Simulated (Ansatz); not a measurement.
## Ansatz run on LaAs (I4mm, 2 atoms in the cell): self-consistent single point

Level of theory: LDA (PW92), default PAW files made with PBE (plane waves; Ansatz, a first-principles code).

This input was run:

Ansatz 0.2 input:
```yaml
# LaAs
crystal:
  lattice:
    - [0.000000, 3.114580, 3.114580]
    - [3.114580, 0.000000, 3.114580]
    - [3.114580, 3.114580, 0.000000]
  atoms:
    - { symbol: La, position: [0.008027, 0.008027, -0.008027] }
    - { symbol: As, position: [0.500000, 0.500000, 0.500000] }
basis:
  ecutwfc: 420.0
kpoints:
  mp_grid: { grid: [9, 9, 9] }
hamiltonian:
  xc: lda
  pseudopotentials: { kind: paw }
scf:
  occupations: { method: gaussian, width: 0.1 }
output:
  forces: true
  eigenvalues: true
  stress: true
```

Output (repeated stretches shortened):

```
WARN ansatz: RAYON_NUM_THREADS=1 ignored (pool sized by the plan → 1); use --threads N
Pseudopotentials: kind: paw
Pseudopotential: La, paw, valence charge 11
Pseudopotential: As, paw, valence charge 15
Crystal: 2 atoms, lattice volume = 60.427 Å³
Basis set: ecut = 420 eV, 1243 PW (Γ)
Bands: 17, of which v1, the nominal top of the filled ones, is band 13 counted from 1 (12 counted from 0)
Symmetry: 8 space group operations
Space group: I4mm (ITA 107), of the structure as read, at distance tolerance 3.9e-5 Å
k-points: 75 of 729 (time reversal used)
PAW frozen core: La, regenerated for the run's functional, and the local potential with it
PAW frozen core: As, regenerated for the run's functional, and the local potential with it
Initial density: superposition of atomic densities (neutral atoms: chi_scale 0, normalization atom), corrected by the library's trained network
Initial wavefunctions: pseudopotential atomic-orbital guess
Eigensolver: davidson
Functional: x = slater, c = lda
SCF iter   1: F=—  HF=-10852.815858 eV  |F-HF|=—  |Δ(HF+E_count)|=         —  Δρ=4.20e-3  dr2=5.23e-3  ethr=1.77e-3  ⟨swp⟩=4.0  Hψ=5111  notcnv=0
all-band conjugate gradients solve this SCF's bands
preconditioner: auto → Kerker (q_TF=auto, 2.371 Å⁻¹)
SCF iter   2: F=—  HF=-10852.813552 eV  |F-HF|=—  |Δ(HF+E_count)|=   2.31e-3  Δρ=2.24e-3  dr2=1.52e-3  ethr=2.01e-5  ⟨swp⟩=2.0  Hψ=2775  notcnv=0
SCF iter   3: F=—  HF=-10852.813278 eV  |F-HF|=—  |Δ(HF+E_count)|=   2.75e-4  Δρ=3.56e-4  dr2=5.78e-5  ethr=5.85e-6  ⟨swp⟩=3.0  Hψ=2182  notcnv=0
SCF iter   4: F=—  HF=-10852.813273 eV  |F-HF|=—  |Δ(HF+E_count)|=   4.84e-6  Δρ=7.65e-5  dr2=3.69e-6  ethr=2.22e-7  ⟨swp⟩=2.1  Hψ=1391  notcnv=0
SCF iter   5: F=—  HF=-10852.813273 eV  |F-HF|=—  |Δ(HF+E_count)|=   2.18e-8  Δρ=2.30e-5  dr2=2.77e-7  ethr=1.42e-8  ⟨swp⟩=2.1  Hψ=1970  notcnv=0
SCF iter   6: F=—  HF=-10852.813273 eV  |F-HF|=—  |Δ(HF+E_count)|=   6.72e-8  Δρ=7.00e-6  dr2=2.30e-8  ethr=3.85e-10  ⟨swp⟩=6.5  Hψ=6497  notcnv=0
SCF iter   7: F=-10852.813273 eV  HF=-10852.813273 eV  |F-HF|=5.32e-9  |Δ(HF+E_count)|=   3.80e-8  Δρ=3.15e-6  dr2=5.70e-9  ethr=8.84e-11  ⟨swp⟩=4.9  Hψ=5434  notcnv=0
SCF 1 converged in 7 iterations: F = -10852.813273 eV  dr2 = 5.70e-9
SCF converged after 7 iterations
Free energy (F): -10852.813273 eV
Harris-Foulkes:  -10852.813273 eV  (|F-HF|=5.32e-9)
Internal energy: -10852.812421 eV  (E = F + TS)
E sigma→0 (E₀):  -10852.812847 eV
Entropy (-TS):   -0.000852 eV (-0.426 meV/atom)
Fermi energy:    9.225535 eV
--- Per-component energies (eV) ---
  E_band       = -287.489236
  E_kinetic    = 294.210665
  E_local      = -2290.720890  (includes V_loc(G=0)·N_el)
  E_nonlocal   = -565.796041
  E_hartree    = 1171.138515
  E_xc         = -216.973617
  E_vxc        = -226.542632  (∫ρ·V_xc dr)
  E_paw        = -6998.068304  (= ΣΔE_a)
  E_vpaw       = 159.081893  (= ΣTr[D̂ρ^β])
  E_aug_tail   = 0.000009  (compensation charges beyond the density's cutoff)
  E_ewald      = -2249.000704
  E_core_change = 2.397946  (= ΣΔE_core)
  E_smearing   = -0.000852  (= −TS)
  E_closure    = 0.000000  (closes the sum)
  Σ components = -10852.813273   (vs F -10852.813273, Δ=0.00e0)
--- Forces (eV/Å), atoms counted from 1 ---
  atom   1  La     0.00000000     0.00000000    -0.10013157
  atom   2  As     0.00000000     0.00000000     0.10013080
  max |Σ_I F_I| component: 7.77e-7 eV/Å
--- Stress (GPa, compression-positive) ---
       -5.162768       0.000000       0.000000
        0.000000      -5.162768      -0.000000
        0.000000       0.000000      -5.004975
  P = ⅓ Tr σ = -5.1102 GPa (-51.102 kbar)
  The stress holds the Pulay correction. Without it, at fixed plane waves, as pw.x and ABINIT print it: P = -5.1245 GPa
--- Band table (eV; the first three rows and the last of 75) ---
  k-point 0: bands = ["-24.8877", "-24.8872", "-24.8771", "-24.8767", "-24.8767", "-22.9758", "-6.4744", "-6.4728", "-6.4728", "-0.6199", "9.2960", "9.2960", "9.2968", "10.8284", "10.8348", "10.8348", "11.3516"]
  k-point 1: bands = ["-24.8877", "-24.8872", "-24.8771", "-24.8766", "-24.8766", "-22.9722", "-6.5413", "-6.4772", "-6.4764", "-0.4865", "8.6778", "8.9627", "8.9730", "10.7896", "10.9646", "10.9670", "11.5030"]
  k-point 2: bands = ["-24.8878", "-24.8873", "-24.8770", "-24.8766", "-24.8765", "-22.9630", "-6.7038", "-6.4862", "-6.4853", "-0.1462", "7.6256", "8.3701", "8.3753", "10.8185", "11.2327", "11.2337", "11.6590"]
  k-point 74: bands = ["-24.8911", "-24.8875", "-24.8772", "-24.8761", "-24.8761", "-22.9299", "-6.8249", "-6.6482", "-6.6079", "-0.1902", "8.0671", "8.4197", "8.8072", "9.6270", "11.5504", "11.5791", "11.6445"]
```

The run converged in 7 iterations.

The starting cell comes from a database of computed structures (which also holds hypothetical and non-ambient phases and stackings), without a prior relaxation at this level. Its lattice was rescaled by up to half a per cent. One atom was moved a little off its site on purpose. With a pressure of about -5 GPa the cell is away from its equilibrium volume at this level. Ansatz's pressure includes its estimate of the finite-basis (Pulay) stress.
